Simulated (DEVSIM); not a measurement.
Structure: Ti/SiON/p-Si capacitor, at 250 K.

Layer 1 from the left is SiON, thickness (nm) 5.00. Layer 2 from the left is Si, thickness (nm) 1900, Na (cm⁻³) 9.5e16.

Metal gate on the left, work function 4.33 eV. Fixed charge at the semiconductor interface -1.9e11 cm⁻² (in units of +e); interface traps 1e12 cm⁻² eV⁻¹, uniform in energy, neutral level at 0.3 of the gap above the valence band.

This is a model device: material constants are rounded textbook-type values typed into the input, and sizes, dopings and lifetimes were drawn at random. Values at 300 K; Nc and Nv go as T^1.5, mobilities as T to minus their exponent, the gap by Varshni's rule with the affinity fixed.

SiON: gap (eV) 7, affinity (eV) 1.4, permittivity 5.5. Si: gap (eV) 1.124, affinity (eV) 4.05, permittivity 11.7, Nc (cm⁻³) 2.86e19, Nv (cm⁻³) 3.1e19, Varshni α (eV/K) 0.000473, Varshni β (K) 636.

DEVSIM, 1D Poisson equation in equilibrium, Boltzmann statistics, complete ionisation; no quantum confinement or tunnelling. Metal contacts follow the ideal Schottky-Mott rule: no Fermi-level pinning, no interface dipoles.

Problem. What does the simulation give for the threshold voltage (band bending 2φF), the minimum of the low-frequency capacitance, the flat-band voltage?

Solution. threshold voltage (band bending 2φF) 0.48 V; minimum of the low-frequency capacitance 0.207 μF/cm²; flat-band voltage -0.74 V.
